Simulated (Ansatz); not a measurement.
Cost and result by functional for the adsorption energy of OH on the 1x1 (110) surface of bcc Ta, one in a 2x2 cell, started at the site 'hollow Ta-Ta-Ta', in Ansatz (plane waves, PAW). Single points on the PBE structure, on one kind of machine; costs are rough ratios of the slab run's core time (references not counted) to the cheapest single point. r2SCAN's cost holds its higher cutoff (500 against 420 eV). Differences are taken against r2SCAN for comparison alone: no measured value is at hand, so the table doesn't rank accuracy.

Slab: 18 atoms, 6.8 Å thick at the start under the adsorbate (thin: gaps and levels are the slab's own); k 5x5x1, smearing 0.1 eV, dipole-corrected; 8 atoms held, the rest relaxed; start symmetry kept, larger cells not searched; no spin, no spin-orbit, no U, no dispersion correction. At the end it is bonded to 3 Ta. In PBE it is, or lies within 0.03 eV of, the lowest of the starts that converged. These notes are the PBE run's. Adsorption energies are against H2O(g) − ½ H2(g). A negative adsorption energy means that the adsorbate is more stable on the surface than in its reference.

```
functional                     relative cost  adsorption energy (eV)  less r2SCAN (eV)
-----------------------------  -------------  ----------------------  ----------------
RPBE                                       1                   -1.57              0.66
r2SCAN                                     2                   -2.22              0.00
PBE (the relaxed run's value)              –                   -1.80              0.42
```

The values span 0.66 eV, while the single points' costs differ by a factor of roughly 2. Differences are of unrounded values.

Ansatz is a first-principles code.
